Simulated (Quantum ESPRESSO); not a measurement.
Quantum ESPRESSO run on YMg6Al (Amm2, 8 atoms in the cell): self-consistent single point.

Method of the run: LDA (PZ), GBRV 1.5 ultrasoft (LDA) pseudopotentials (plane waves; Quantum ESPRESSO).

```xyz
8
Lattice="5.0179 0.0000 0.0000 0.0000 3.2918 5.6613 0.0000 -3.2918 5.6613" Properties=species:S:1:pos:R:3 pbc="T T T"
Y      0.0000     0.0000     7.6315
Mg     2.5090    -1.6965     6.5739
Mg     2.5090     1.6965     6.5739
Mg     2.5090     0.0000     3.7653
Mg     0.0000    -1.6908     4.7375
Mg     0.0000     1.6908     4.7375
Mg     0.0000     0.0000     1.8626
Al     2.5090     0.0000     9.4081
```

Reference input (self-consistent single point, DFT, PBEsol, plane waves, GBRV 1.5 ultrasoft (PBESOL) pseudopotentials): ecutwfc = 40 Ry; ecutrho = 320 Ry; occupations = smearing; smearing = gauss; degauss = 0.0073499 Ry; potentials = {Y: y_pbesol_v1.4.uspp.F.UPF, Mg: mg_pbesol_v1.4.uspp.F.UPF, Al: al_pbesol_v1.uspp.F.UPF}; K_POINTS = automatic 4 3 3 0 0 0; conv_thr = 1e-10 Ry; mixing_beta = 0.7. This run's input differs from it in these lines:

```diff
@@ -23,5 +23,5 @@
 ATOMIC_SPECIES
-Y     88.9058  y_pbesol_v1.4.uspp.F.UPF
-Mg    24.3050  mg_pbesol_v1.4.uspp.F.UPF
-Al    26.9815  al_pbesol_v1.uspp.F.UPF
+Y     88.9058  y_lda_v1.4.uspp.F.UPF
+Mg    24.3050  mg_lda_v1.4.uspp.F.UPF
+Al    26.9815  al_lda_v1.uspp.F.UPF
 ATOMIC_POSITIONS {crystal}
```

Log, with long lists cut:

```
     Self-consistent Calculation

     iteration #  1     ecut=    40.00 Ry     beta= 0.70

     total energy              =    -849.52852393 Ry
     estimated scf accuracy    <       0.88806214 Ry

     iteration #  2     ecut=    40.00 Ry     beta= 0.70

     total energy              =    -849.67092116 Ry
     estimated scf accuracy    <       0.59327548 Ry

     iteration #  3     ecut=    40.00 Ry     beta= 0.70

     total energy              =    -849.81693145 Ry
     estimated scf accuracy    <       0.12748009 Ry

   [... 8 blocks of this kind left out ...]

     iteration # 12     ecut=    40.00 Ry     beta= 0.70

     total energy              =    -849.84077970 Ry
     estimated scf accuracy    <          1.3E-09 Ry

     iteration # 13     ecut=    40.00 Ry     beta= 0.70
     End of self-consistent calculation

     the Fermi energy is     6.0189 ev

!    total energy              =    -849.84077971 Ry
     estimated scf accuracy    <          6.7E-11 Ry
     smearing contrib. (-TS)   =      -0.00185424 Ry
     internal energy E=F+TS    =    -849.83892546 Ry

     convergence has been achieved in  13 iterations

     Forces acting on atoms (cartesian axes, Ry/au):

     atom    1 type  1   force =     0.00000000    0.00000000    0.00073166
     atom    2 type  2   force =     0.00000000   -0.00012234   -0.00144845
     atom    3 type  2   force =     0.00000000    0.00012234   -0.00144845
     atom    4 type  2   force =     0.00000000    0.00000000   -0.00018352
     atom    5 type  2   force =     0.00000000   -0.00100678   -0.00001796
   [... lines left out ...]

     Total force =     0.003331     Total SCF correction =     0.000035

          total   stress  (Ry/bohr**3)                   (kbar)     P=      -23.85
  -0.00019174   0.00000000   0.00000000          -28.21        0.00        0.00
   0.00000000  -0.00013655  -0.00000000            0.00      -20.09       -0.00
   0.00000000   0.00000000  -0.00015801            0.00        0.00      -23.24

   JOB DONE.
```

The run converged in 13 iterations. Against the reference run the pressure goes from -0.90 to -2.38 GPa and the largest force goes from 0.062 to 0.052 eV/Å.

The starting cell comes from a database of computed structures (which also holds hypothetical and non-ambient phases and stackings), without a prior relaxation at this level.

Cost on one core of a shared machine: roughly 60 s.
